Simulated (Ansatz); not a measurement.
The reference is CdSe in the wurtzite structure (space group P6_3mc, No. 186).

```yaml
crystal:
  lattice:
    - [4.30194, 0.00000, 0.00000]
    - [-2.15097, 3.72559, 0.00000]
    - [0.00000, 0.00000, 7.02103]
  atoms:
    - { symbol: Cd, position: [0.33333, 0.66667, 0.00013] }
    - { symbol: Cd, position: [0.66667, 0.33333, 0.50013] }
    - { symbol: Se, position: [0.33333, 0.66667, 0.37587] }
    - { symbol: Se, position: [0.66667, 0.33333, 0.87587] }
```

Cartesian axes are those of the cell as printed.

Level of theory: Ansatz (an electronic-structure program) PBEsol, without spin-orbit coupling.

Modification: the cell is stretched by 0.60 % along x with no lateral relaxation, atoms relaxed at fixed cell.

Problem. Predict the stress tensor and what it implies for the stiffness.

Solution. Stress of the strained cell less that of the base (GPa, compression positive):
```
  -0.44    0.00    0.00
   0.00   -0.26    0.00
   0.00    0.00   -0.22
```

Then −Δσ_ii/ε with ε = 0.0060 gives relaxed-ion elastic constants: C11 ≈ 73 GPa and C12 ≈ 44 GPa.

Stability against distortions was not tested.
